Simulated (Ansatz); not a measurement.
Start from CuCl in the zinc blende structure (space group F-43m, No. 216).

```
CELL_PARAMETERS angstrom
      0.00000     2.71204     2.71204
      2.71204     0.00000     2.71204
      2.71204     2.71204     0.00000
ATOMIC_POSITIONS crystal
  Cu 0.00000 0.00000 0.00000
  Cl 0.75000 0.75000 0.75000
```

Method: Kohn–Sham DFT with the PBE functional, run in Ansatz (an electronic-structure program) with PAW and 420 eV plane waves, scalar-relativistic without spin-orbit coupling.

Base values:

| Quantity | Result |
|---|---|
| Gap between the host's bands | 0.53 eV |
| Gap character | direct at Γ |

Modification: 0.279 electrons added to each cell, a density of 7.0×10^21 cm⁻³, with a uniform compensating background at fixed cell and a 300 K Fermi–Dirac width.

### Question
What does the calculation give for the gap between the host's bands, Fermi level from band edge and gap character after the change?

### Answer
The gap between the host's bands decreases by 0.17 eV (0.53 eV → 0.36 eV); the Fermi level relative to the doped band's edge (positive inside the band; to 0.05 eV) comes out as +2.25 eV; the gap character is still direct at Γ.

Carriers are added with a uniform compensating background; total energy and stress of such cells depend on the potential's zero and are not compared; many-body gap narrowing is missing at this level. Stability against distortions was not tested. No Hubbard U is applied. The final runs are not spin-polarised.
